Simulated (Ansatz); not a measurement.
The starting structures come from a database of crystals and need not be the phases stable at ambient conditions.

By PBEsol, the system below comes out a metal.

A figure of merit of an interconnect metal is its ballistic conductance per area.

Input:

```xyz
16
Lattice="5.0677 0.0000 0.0000 0.0000 12.6786 0.0000 0.0000 6.3393 3.6600" Properties=species:S:1:pos:R:3 pbc="T T T"
Si     1.2669    12.6786     2.8757
Si     3.8008     6.3393     0.7843
Si     3.8008     2.4904     1.4379
Si     1.2669     3.8488     2.2221
Si     1.2669     8.8297     2.2221
Si     3.8008    10.1881     1.4379
Mo     0.0000    10.5655     3.6600
Mo     0.0000     8.4524     0.0000
Mo     2.5339     8.4524     0.0000
Mo     2.5339    10.5655     3.6600
Mo     1.2669     6.3393     1.9047
Mo     3.8008    12.6786     1.7553
Mo     3.8008     4.8191     2.7823
Mo     1.2669     1.5202     0.8777
Mo     1.2669    11.1584     0.8777
Mo     3.8008     7.8594     2.7823
```

Space group of this cell: P6_3/mcm. The cell is taken as given; by PBEsol its mean pressure is -7.6 GPa.

The current flows along the normal of the first two printed cell vectors, the (110) plane of the conventional cell. No spin-orbit coupling; the value is a mean over 0.1 eV about the Fermi level.

Question: Predict the ballistic conductance per area from PBEsol run with Ansatz (a first-principles code).

Answer: 0.47 × 10¹⁵ S/m² for both spins.
